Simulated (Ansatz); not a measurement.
Consider the following.

```yaml
crystal:
  lattice:
    - [2.97093, 0.00000, 0.00000]
    - [-1.48547, 2.52245, 0.00000]
    - [0.00000, 0.00000, 2.83536]
  atoms:
    - { symbol: W, position: [0.99947, 0.99893, 0.00000] }
    - { symbol: C, position: [0.33387, 0.66773, 0.50000] }
```

No spin polarisation.

All numbers come from r2SCAN (Ansatz, a first-principles code, PAW, no spin-orbit coupling). Γ-centred 23×23×20 mesh, Fermi–Dirac width 0.1 eV.

Predict the stress and band gap.


- Stress (xx, yy, zz, yz, xz, xy; compression positive): (-13.7, -4.6, -3.3, 0.0, 0.0, 0.0) GPa
- Band gap: zero

The cells carry an imposed strain or load. Stability against distortions was not tested. All final runs are without spin polarisation. The cell was made from WC (space group P-6m2, No. 187) by this change: uniaxial strain ε_xx = +2.00 %.
